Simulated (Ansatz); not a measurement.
**Ta2Se, response to strain**

Take Ta2Se (space group P4/nmm, No. 129; a = 3.367 Å, c = 10.001 Å; layered, stacked along the Cartesian z axis) as the base. Axes: x, y, z lie along a, b, c of the conventional cell.

Strains are applied to the cell and any free atomic positions relax; under biaxial strain the out-of-plane vector relaxes too.

The values are results of r2SCAN+rVV10, PAW, 500 eV (Ansatz, a program for electronic structure; no spin-orbit coupling), not measurements.

Notes on the quantities. energy relative to the base: free energy F.

| change | energy relative to the base | shortest interatomic distance |
|---|---|---|
| base | 0 meV/atom | 2.670 Å |
| biaxial strain +3.56 %, plane normal [001], relaxed out of plane | – | 2.725 Å |
| isotropic strain +0.45 % | +1.1 meV/atom | 2.679 Å |
| uniaxial strain ε_xx = −1.13 % | +1.9 meV/atom | 2.661 Å |
| uniaxial strain ε_zz = −0.38 % | +0.1 meV/atom | 2.669 Å |

Without a gap, meshes like the base's 14×14×5 leave anisotropic stresses uncertain by several tenths of a GPa, and small strain energies with them. No phonon test of stability was made. The final runs are not spin-polarised.
